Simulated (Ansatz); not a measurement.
Input:

```
C
1.0
    2.48603     0.00000     0.00000
    1.24301     2.15296     0.00000
    1.24301    -0.71765     2.05808
C
2
Direct
  0.99982   0.00009   0.00027
  0.50018   0.24991   0.74973
```

No spin polarisation.

All numbers come from plane-wave PAW DFT at the r2SCAN level (Ansatz, a first-principles code, 500 eV), scalar-relativistic without spin-orbit coupling. k-mesh 16×16×16 (Γ-centred); smearing 0.05 eV (Fermi–Dirac).

Question: Estimate the gap character.

Answer: Indirect, Γ → k = (0, 3/8, -3/8) in the run's primitive reciprocal basis.

Question: What valence-band top at Γ (three highest levels, from the VBM) does the calculation give?

Answer: 0.00, 0.00, -0.05 eV.

Question: Predict the mean in-plane stress (compression positive).

Answer: +17.1 GPa.

Question: Estimate the band gap.

Answer: 4.40 eV.

The cells carry an imposed strain or load. Whether these cells are dynamically stable was not tested. The cell was made from C in the diamond structure (space group Fd-3m, No. 227) by this change: biaxial strain −1.25 %, plane normal [111], relaxed out of plane.
